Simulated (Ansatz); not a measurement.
Si vacancy + N on the C site (V_Si+N_C) in 6H silicon carbide (the name describes the start): one set of geometries, relaxed with PBE, evaluated in Ansatz (PAW, plane waves to 420 eV, 500 eV under r2SCAN) with PBE, r2SCAN.

Set-up: 144-site cell; 2×2×1 shifted k-points; start: the Si(h) site; C(h) 1.90 Å away, along c; charged states image-corrected; energies good to tenths of an eV; relaxed from one start, so a lower configuration may exist; flagged in the runs: a host whose relaxation on this sampling wasn't shown to rest.

```csv
quantity,PBE,r2SCAN
host gap (eV),2.01,2.37
ε(0/−1) above the VBM (eV),0.85,1.15
ε(−1/−2) above the VBM (eV),1.74,2.04
"neutral formation energy against graphite, N2 molecule in a box, silicon (eV)",4.61,4.44
largest moment on one atom at charge 0 (μB),0.35,0.41
largest moment on one atom at charge −1 (μB),0.29,0.33
largest moment on one atom at charge −2 (μB),0.17,0.21
```

PBE narrows the gap by 0.36 eV against r2SCAN, the highest level run, and puts the levels shown 0.30 eV lower above the valence-band maximum on average (from the rounded values).

Ansatz is a first-principles code.
